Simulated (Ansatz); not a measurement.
System: BN (model structure, started from the MgO type, Pm-3n, No. 223, 12 atoms in the cell). Method: PBE0 in Ansatz (PAW).

Run with plane-wave cutoff 460 eV, 6×6×6 k mesh, Fermi–Dirac smearing 0.01 eV, scalar-relativistic PAW data made under PBE.

Cell (relaxed with PBEsol):

```xyz
12
Lattice="4.4194 0.0000 0.0000 0.0000 4.4194 0.0000 0.0000 0.0000 4.4194" Properties=species:S:1:pos:R:3 pbc="T T T"
B      1.1048     0.0000     2.2097
B      3.3145     0.0000     2.2097
B      2.2097     3.3145     0.0000
B      2.2097     1.1048     0.0000
B      0.0000     2.2097     3.3145
B      0.0000     2.2097     1.1048
N      1.1048     2.2097     0.0000
N      3.3145     2.2097     0.0000
N      0.0000     3.3145     2.2097
N      0.0000     1.1048     2.2097
N      2.2097     0.0000     3.3145
N      2.2097     0.0000     1.1048
```

Give the computed band gap, smallest direct gap on the k points sampled and Γ–Γ gap.


band gap: 6.64 eV (indirect)
smallest direct gap on the k points sampled: 7.09 eV
Γ–Γ gap: 8.35 eV

Note: the relaxation could raise the start's symmetry but not lower it, so the cell can be a saddle point; cell and atoms aren't relaxed at this level (pressure -2.7 GPa).

It cost very roughly 5 core-minutes of CPU time.

A model structure was made by putting elements into a prototype or built by hand; it is no filed structure, need not be a known phase, and can be a saddle point held by its symmetry.

Ansatz is a quantum-chemistry and plane-wave program.
